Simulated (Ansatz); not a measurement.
**Effective masses and thermopower of SnO₂ under load (space group P4_2/mnm)**

Given:

```xyz
6
Lattice="4.8149 0.0000 0.0000 0.0000 4.8149 0.0000 0.0000 0.0000 3.2238" Properties=species:S:1:pos:R:3 pbc="T T T"
Sn     0.0000     0.0000     0.0000
Sn     2.4074     2.4074     1.6119
O      1.4770     1.4770     0.0000
O      3.3379     3.3379     0.0000
O      3.8844     0.9305     1.6119
O      0.9305     3.8844     1.6119
```

Level of theory: r2SCAN, rigid bands (plane waves, PAW, scalar-relativistic; Ansatz, a first-principles code). Condition of this run: hydrostatic pressure of -4 GPa (compression positive) (the target of the relaxation). How the cell was made: cell and atoms relaxed with PBEsol, then loaded as said.

| Quantity | Result |
|---|---|
| band gap | 1.45 eV |
| electron conductivity mass (300 K, dilute) | 0.22 (x), 0.22 (y), 0.188 (z) mₑ |
| hole conductivity mass (300 K, dilute) | 1.49 (x), 1.49 (y), 2.1 (z) mₑ |
| effective density of states N_c (300 K) | 2.2e18 cm⁻³ |
| effective density of states N_v (300 K) | 5.0e19 cm⁻³ |
| density-of-states mass, electrons | 0.20 mₑ |
| density-of-states mass, holes | 1.59 mₑ |
| Seebeck coefficient, n-type 1e19 cm⁻³, 300 K | -119 μV/K |
| best n-type power factor at 300 K for τ = 10 fs (best axis; densities from 1e16 to 1e21 cm⁻³ tried, whether or not they can be reached) | 2.1 μW/(cm·K²) at 1e19 cm⁻³ |
| Seebeck coefficient, p-type 1e19 cm⁻³, 300 K | 353 μV/K |
| best p-type power factor at 300 K for τ = 10 fs (best axis; densities from 1e16 to 1e21 cm⁻³ tried, whether or not they can be reached) | 5.2 μW/(cm·K²) at 1e20 cm⁻³ |

Rigid bands; masses and Seebeck coefficients take one relaxation time τ for all states and one kind of carrier; polarons and phonon drag are left out. Spin-orbit coupling is left out; where it splits the top of the valence band, N_v and the p-type Seebeck coefficient come out somewhat high without it. Geometry: cell and atoms relaxed with PBEsol.
